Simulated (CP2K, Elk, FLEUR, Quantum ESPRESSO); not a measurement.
## One structure in several programs: CeO2 (Fm-3m, 3 atoms in the cell)

Self-consistent single point.

```xyz
3
Lattice="0.0000 2.7128 2.7128 2.7128 0.0000 2.7128 2.7128 2.7128 0.0000" Properties=species:S:1:pos:R:3 pbc="T T T"
Ce     0.0000     0.0000     0.0000
O      1.3564     1.3564     1.3564
O      4.0693     4.0693     4.0693
```

All programs got the same cell, k-point mesh and kind of occupations (in Quantum ESPRESSO's words: occupations = smearing; smearing = fd; degauss = 0.0036749 Ry; K_POINTS = automatic 9 9 9 0 0 0); potentials, basis and cutoffs are each program's usual ones.

```json
[
 {"code": "Quantum ESPRESSO", "model": "PBE, SSSP 1.1.2 efficiency (PBE) pseudopotentials", "gap on the mesh (eV)": "1.994", "k-points": "35", "cutoff": "55 Ry"},
 {"code": "CP2K", "model": "PBE, GPW, DZVP-MOLOPT-SR-GTH basis, GTH-PBE potentials (GTH_POTENTIALS)", "gap on the mesh (eV)": "2.035", "k-points": "365", "cutoff": "grid 800 Ry"},
 {"code": "FLEUR", "model": "PBE, all-electron FLAPW (FLEUR), scalar-relativistic valence", "gap on the mesh (eV)": "2.048", "k-points": "35", "cutoff": "Kmax 4.5 1/bohr"},
 {"code": "Elk", "model": "PBE, all-electron FP-LAPW, Elk's shipped species files, APW+lo basis with extra local orbitals", "gap on the mesh (eV)": "2.064", "k-points": "35", "cutoff": "rgkmax 8"}
]
```

Gaps are read on the mesh.

The spread over the programs that give each value: gap on the mesh within 0.070 eV.

The starting cell has typed, rounded lattice constants, without a prior relaxation at this level. Its lattice was rescaled by a random factor within 2.5 % of one. On Quantum ESPRESSO's run: Spin-orbit coupling is off. The f electrons are in the valence without U or exact exchange, which can misplace them near the Fermi level. Spin-orbit terms, which matter for f shells, are left out. In the base run, with a pressure of about 4 GPa the cell is away from its equilibrium volume at this level.

**Question.** Why do the programs differ, and what cannot be compared?

**Answer.** Differences of this kind can come from the potentials, where these differ, and from what each basis and cutoff leave unconverged. The zero of total energies and Fermi levels follows the potentials and each program's conventions, so they are not compared here. CP2K uses small atom-centred bases, whose incompleteness enters pressures, forces and empty levels differently from a plane-wave cutoff. FLEUR and Elk treat all electrons, but the usual bases taken here (sphere radii, linearisation, local orbitals, empty states) were not tested for convergence, so the values are no reference for the others. The programs reduce the same mesh by symmetry to different extents, which changes the work and not the result.

Left out of this page: Ansatz (with a known weakness of the program); GPAW (failed or unconverged).
